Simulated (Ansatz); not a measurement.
The starting structures come from a database of crystals and need not be the phases stable at ambient conditions.

Evanescent states of AuCl (I4_1/amd, not sure to be the ambient phase, 8 atoms a cell, 24.8 Å³ an atom) along the normal of (100)

Method: r2SCAN (plane waves, PAW; Ansatz, a quantum-chemistry and plane-wave program).

No gap correction and no spin-orbit coupling; mid-gap values are interpolated between computed energies.

Energies count from the valence-band top; κ is the least over a 6×4 mesh across the current.

```tsv
E (eV)	κ (1/Å)	where
0.05	0.148	Γ
0.15	0.180	Γ
0.25	0.184	Γ
0.35	0.187	Γ
0.45	0.189	Γ
0.55	0.189	Γ
0.65	0.189	Γ
0.75	0.187	Γ
0.85	0.185	Γ
0.95	0.181	Γ
1.05	0.176	Γ
1.15	0.171	Γ
1.25	0.163	Γ
1.35	0.154	Γ
1.45	0.144	Γ
1.55	0.130	Γ
1.65	0.114	Γ
1.75	0.093	Γ
1.85	0.061	Γ
```

Q: How thick must the barrier be to attenuate the transmission by 10^8 when the electrodes' Fermi level lies at 1.15 eV, and what attenuation does that film give at 1.45 eV?

A: d = 8 ln 10 / (2 × 0.171) = 53.9 Å. At 1.45 eV it gives 8 × 0.144/0.171 = 6.7 decades.
